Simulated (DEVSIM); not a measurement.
Device: Si p+/n-/n+ power diode, at 300 K.

Layer 1 from the left is Si, thickness (μm) 1.40, Na (cm⁻³) 3e18, τn (s) 0.00071, τp (s) 0.00071. Layer 2 from the left is Si, thickness (μm) 9.60, Nd (cm⁻³) 4.9e15, τn (s) 0.00071, τp (s) 0.00071. Layer 3 from the left is Si, thickness (μm) 1.40, Nd (cm⁻³) 1.3e18, τn (s) 0.00071, τp (s) 0.00071.

Left contact: ohmic. Right contact: ohmic. Voltage is applied to the left contact. Recombination: SRH at mid-gap, Auger. Mobility is constant in doping.

The device is made up for the run: typed textbook-type constants, with dimensions and the other settings drawn at random. Values at 300 K.

Si: gap (eV) 1.124, affinity (eV) 4.05, permittivity 11.7, Nc (cm⁻³) 2.86e19, Nv (cm⁻³) 3.1e19, μn (cm²/Vs) 1417, μp (cm²/Vs) 470, Cn (cm⁶/s) 2.8e-31, Cp (cm⁶/s) 9.9e-32.

Simulated with DEVSIM: 1D drift-diffusion, Boltzmann statistics, complete ionisation; no tunnelling, impact ionisation, image-force lowering or self-heating.

Problem. What does the simulation give for the dark forward voltage at 1 A/cm², the potential step across the device at zero bias, the dark forward voltage at 100 A/cm²?

Solution. dark forward voltage at 1 A/cm² 0.688 V; potential step across the device at zero bias 0.984 V; dark forward voltage at 100 A/cm² 0.812 V.
